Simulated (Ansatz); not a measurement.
Output of an Ansatz run (abridged):

```
WARN ansatz: RAYON_NUM_THREADS=1 ignored (pool sized by the plan → 1); use --threads N
Pseudopotentials: kind: paw
Pseudopotential: Ba, paw, valence charge 10
Pseudopotential: Ti, paw, valence charge 12
Pseudopotential: O, paw, valence charge 6
Crystal: 5 atoms, lattice volume = 63.357 Å³
Basis set: ecut = 420.4159175005146 eV, 1237 PW (Γ), exchange–correlation on 54×54×54 points (8 copies of the dense FFT grid, shifted against one another)
Bands: 25, of which v1, the nominal top of the filled ones, is band 20 counted from 1 (19 counted from 0)
Symmetry: 8 space group operations
Space group: P4mm (ITA 99), of the structure as read, at distance tolerance 4.0e-5 Å
k-points: 40 of 216 (time reversal used)
Initial density: superposition of atomic densities (neutral atoms: chi_scale 0, normalization atom), corrected by the library's trained network
Initial wavefunctions: pseudopotential atomic-orbital guess
Eigensolver: davidson
Functional: x = pbe(κ = 0.804, μ = 0.2195149727645171), c = pbe(β = 0.06672455060314922)
SCF iter   1: F=—  HF=-10159.553564 eV  |F-HF|=—  |Δ(HF+E_count)|=         —  Δρ=1.57e-3  dr2=8.42e-4  ethr=1.77e-3  ⟨swp⟩=6.4  Hψ=5081  notcnv=0
all-band conjugate gradients solve this SCF's bands
preconditioner: auto → Resta (q_TF=auto, 2.527 Å⁻¹)
SCF iter   2: F=—  HF=-10159.553889 eV  |F-HF|=—  |Δ(HF+E_count)|=   3.25e-4  Δρ=7.74e-4  dr2=2.20e-4  ethr=2.11e-6  ⟨swp⟩=2.1  Hψ=2075  notcnv=0  defer=11
SCF iter   3: F=—  HF=-10159.554039 eV  |F-HF|=—  |Δ(HF+E_count)|=   1.50e-4  Δρ=1.11e-4  dr2=1.35e-5  ethr=5.51e-7  ⟨swp⟩=2.8  Hψ=1517  notcnv=0  defer=11
SCF iter   4: F=—  HF=-10159.553369 eV  |F-HF|=—  |Δ(HF+E_count)|=   6.70e-4  Δρ=5.93e-5  dr2=3.04e-6  ethr=3.39e-8  ⟨swp⟩=2.0  Hψ=1730  notcnv=0  defer=11
SCF iter   5: F=—  HF=-10159.553369 eV  |F-HF|=—  |Δ(HF+E_count)|=   2.64e-7  Δρ=2.23e-5  dr2=1.59e-7  ethr=7.59e-9  ⟨swp⟩=2.8  Hψ=1777  notcnv=0  defer=11
SCF iter   6: F=-10159.553369 eV  HF=-10159.553369 eV  |F-HF|=1.27e-9  |Δ(HF+E_count)|=   6.38e-8  Δρ=5.04e-6  dr2=9.57e-9  ethr=2.50e-10  ⟨swp⟩=7.9  Hψ=4483  notcnv=0
SCF 1 converged in 6 iterations: F = -10159.553369 eV  dr2 = 9.57e-9
SCF converged after 6 iterations
Free energy (F): -10159.553369 eV
Harris-Foulkes:  -10159.553369 eV  (|F-HF|=1.27e-9)
Internal energy: -10159.553369 eV  (E = F + TS)
E sigma→0 (E₀):  -10159.553369 eV
Fermi energy:    11.471856 eV
--- Per-component energies (eV) ---
  E_band       = -132.705949
  E_kinetic    = 972.310306
  E_local      = -2089.790780  (includes V_loc(G=0)·N_el)
  E_nonlocal   = 203.770809
  E_hartree    = 818.681736
  E_xc         = -492.084858
  E_vxc        = -546.980285  (∫ρ·V_xc dr)
  E_paw        = -6744.886338  (= ΣΔE_a)
  E_vpaw       = -309.388074  (= ΣTr[D̂ρ^β])
  E_aug_tail   = 0.007462  (compensation charges beyond the density's cutoff)
  E_ewald      = -2827.561707
  E_smearing   = -0.000000  (= −TS)
  E_closure    = -0.000000  (closes the sum)
  Σ components = -10159.553369   (vs F -10159.553369, Δ=0.00e0)
--- Forces (eV/Å), atoms counted from 1 ---
  atom   1  Ba    -0.00000000     0.00000000    -0.31230661
  atom   2  Ti     0.00000000    -0.00000000     0.28581545
  atom   3  O      0.00000000    -0.00000000     0.06959931
  atom   4  O     -0.00000000     0.00000000    -0.02155077
  atom   5  O      0.00000000     0.00000000    -0.02155077
  max |Σ_I F_I| component: 6.61e-6 eV/Å
--- Stress (GPa, compression-positive) ---
        5.521072       0.000000       0.000000
        0.000000       5.521072       0.000000
        0.000000       0.000000       5.867626
  P = ⅓ Tr σ = 5.6366 GPa (56.366 kbar)
  The stress holds the Pulay correction. Without it, at fixed plane waves, as pw.x and ABINIT print it: P = 5.0941 GPa
--- Band table (eV; the first three rows and the last of 40) ---
  k-point 0: bands = ["-45.9003", "-22.1788", "-22.1330", "-22.1330", "-14.1363", "-6.3920", "-5.7601", "-5.7108", "0.6641", "0.6742", "0.6742", "8.1960", "8.2416", "8.2416", "9.2016", "9.2016", "9.3140", "10.2053", "10.2424", "10.2424", "12.4125", [...]
  k-point 1: bands = ["-45.9001", "-22.1915", "-22.1324", "-22.1324", "-14.1062", "-6.4162", "-5.7352", "-5.7029", "0.7138", "0.7138", "0.7822", "7.7500", "8.1554", "8.1554", "8.9564", "8.9564", "9.1053", "9.6653", "10.1390", "10.1390", "12.4434", [...]
  k-point 2: bands = ["-45.8997", "-22.2168", "-22.1314", "-22.1314", "-14.0446", "-6.5493", "-5.6872", "-5.5815", "0.7960", "0.7960", "1.0154", "6.8979", "7.9046", "7.9046", "8.6604", "8.6604", "8.7419", "8.8973", "9.9458", "9.9458", "12.5071", [...]
  k-point 39: bands = ["-45.8975", "-22.2224", "-22.1845", "-22.1845", "-13.8510", "-5.5474", "-5.4592", "-5.4592", "-0.0889", "-0.0889", "-0.0448", "6.0317", "6.6694", "6.6793", "8.1290", "8.1385", "8.1385", "10.3970", "10.3970", "10.5193", [...]
```

The structure:

```
CELL_PARAMETERS angstrom
      3.97005     0.00000     0.00000
      0.00000     3.97005     0.00000
      0.00000     0.00000     4.01980
ATOMIC_POSITIONS crystal
  Ba 0.00000 0.00000 0.01244
  Ti 0.50000 0.50000 0.51300
  O  0.50000 0.50000 0.97700
  O  0.00000 0.50000 0.48700
  O  0.50000 0.00000 0.48700
```

**Question.** Reconstruct the input of this run.

**Answer.** Other spellings and defaults could give the same log, and not every line can be read from it. The input that was run (DFT, PBE, plane waves, default PAW files):

Ansatz 0.2 input:
```yaml
crystal:
  lattice:
    - [3.97005000, 0.00000000, 0.00000000]
    - [0.00000000, 3.97005000, 0.00000000]
    - [0.00000000, 0.00000000, 4.01980000]
  atoms:
    - { symbol: Ba, position: [0.00000000, 0.00000000, 0.01243800] }
    - { symbol: Ti, position: [0.50000000, 0.50000000, 0.51300000] }
    - { symbol: O, position: [0.50000000, 0.50000000, 0.97700000] }
    - { symbol: O, position: [0.00000000, 0.50000000, 0.48700000] }
    - { symbol: O, position: [0.50000000, 0.00000000, 0.48700000] }
basis:
  ecutwfc: 30.9 Ry
kpoints:
  mp_grid: { grid: [6, 6, 6] }
hamiltonian:
  xc: pbe
  pseudopotentials: { kind: paw }
scf:
  occupations: { method: fermi_dirac, width: 0.0015 Ry }
output:
  forces: true
  eigenvalues: true
  stress: true
```

The starting cell has typed, rounded lattice constants, without a prior relaxation at this level. Its lattice was rescaled by up to half a per cent. One atom was moved a little off its site on purpose. With a pressure of about 6 GPa the cell is away from its equilibrium volume at this level. Ansatz's pressure includes its estimate of the finite-basis (Pulay) stress. Without the estimate this run gives 5.09 GPa.

Ansatz is an electronic-structure program.
